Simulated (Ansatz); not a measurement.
Terminations of the (111) surface of fcc Ni, ferromagnetic, measured from the surface 'clean 1x1'. Atoms come from or go to: Fe: bcc Fe, ferromagnetic, Ga: alpha gallium, I: ½ I2(g), Ni: fcc Ni, ferromagnetic, Os: hcp Os, Rh: fcc Rh, Ru: hcp Ru, Sb: rhombohedral Sb, Sn: beta tin, Y: hcp Y. ΔE is the energy of forming the row's surface from that one (negative: more stable at these reservoirs); the vacuum level's shift is aligned on the shared bottom. No zero-point or thermal terms. These are constructed structures in small cells; real faces may alloy, dewet or reconstruct in larger ones, and not all known structures of the face are among them. Slabs of about 10 Å with all that they carry, Fermi-Dirac smearing of 0.1 eV. Bottom of the slabs: a bare face, its two planes held. Relaxed from the named starts with such symmetry as they have, on meshes of like density; energies extrapolated to zero smearing; no spin-orbit coupling, no U. Spin-polarised runs, if any, are marked in brackets, and their order is one that fits the cell; the others ran without spin. Where a second, spin-polarised start was run, the lower counts. A dash marks a value that is undefined for that row (no clear gap, or no work function of a gapped slab) or was not read reliably on its mesh.

Method: PBE (plane waves to 420 eV, PAW; Ansatz, a program for electronic structure).

| surface | atoms added per 1x1 | ΔE per 1x1 (eV) | shift of the vacuum level (eV) | work function (eV) |
|---|---|---|---|---|
| a pseudomorphic layer of Fe in the host's stacking [spin, 6.5 μB a cell] | +1 Fe | 0.18 | -0.04 | 5.02 |
| a pseudomorphic layer of Ru in the other hollow [spin, 3.6 μB a cell] | +1 Ru | 0.67 | 0.24 | 5.30 |
| a layer of Ga in place of the second plane [spin, 2.4 μB a cell] | +1 Ga, -1 Ni | 0.08 | 0.00 | 5.07 |
| (√3x√3)R30° layer of I, one a cell, on the site that continues the host's stacking [spin, 11.7 μB a cell] | +0.333 I | -0.58 | -0.69 | 4.37 |
| (√3x√3)R30°, one Ni site of the top plane empty [spin, 11.3 μB a cell] | -0.333 Ni | 0.36 | -0.58 | 4.48 |
| a pseudomorphic layer of Rh in the host's stacking [spin, 4.5 μB a cell] | +1 Rh | ___ | 0.24 | 5.30 |
| (√3x√3)R30° layer of Sn, one a cell, on the site that continues the host's stacking [spin, 10.6 μB a cell] | +0.333 Sn | -0.36 | -0.70 | 4.36 |
| a pseudomorphic layer of Os in the other hollow [spin, 3.5 μB a cell] | +1 Os | 0.92 | 0.33 | 5.39 |
| (√3x√3)R30° surface alloy, Ga on one Ni site of the top plane [spin, 9.7 μB a cell] | +0.333 Ga, -0.333 Ni | ___ | -0.19 | 4.87 |
| (√3x√3)R30° layer of Y, one a cell, on the site that continues the host's stacking (3 Ni–Y bonds formed) [spin, 10.1 μB a cell] | +0.333 Y | -0.42 | -2.04 | 3.02 |
| (√3x√3)R30° surface alloy, Sb on one Ni site of the top plane [spin, 9.5 μB a cell] | -0.333 Ni, +0.333 Sb | -0.57 | -0.79 | 4.27 |
| one row in 2 of the top plane missing [spin, 7.3 μB a cell] | -0.5 Ni | ___ | -0.89 | 4.16 |

### Question
What belongs in the gaps?

### Answer

- a pseudomorphic layer of Rh in the host's stacking [spin, 4.5 μB a cell], ΔE per 1x1 (eV): 0.32
- (√3x√3)R30° surface alloy, Ga on one Ni site of the top plane [spin, 9.7 μB a cell], ΔE per 1x1 (eV): -0.52
- one row in 2 of the top plane missing [spin, 7.3 μB a cell], ΔE per 1x1 (eV): 0.38
